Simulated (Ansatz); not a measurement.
BP (model structure, started from the NiAs type, P6₃/mmc, No. 194, 4 atoms in the cell): c axis length by level of theory

No measured value is used here.

| level (code) | value (Å) |
|---|---|
| PBE (Ansatz) | 5.055 |
| PBEsol (Ansatz) | 5.053 |
| PBE-D3(BJ) (Ansatz) | 4.998 |
| r²SCAN (Ansatz) | 5.030 |
| r²SCAN+rVV10 (Ansatz) | 5.028 |

Cutoffs differ between the levels. Ansatz's density-functional and Hartree–Fock values are scalar-relativistic unless marked +SOC, with PAW data made under PBE.

A model structure was made by putting elements into a prototype or built by hand; it is no filed structure, need not be a known phase, and can be a saddle point held by its symmetry.

Ansatz is a program for electronic structure.
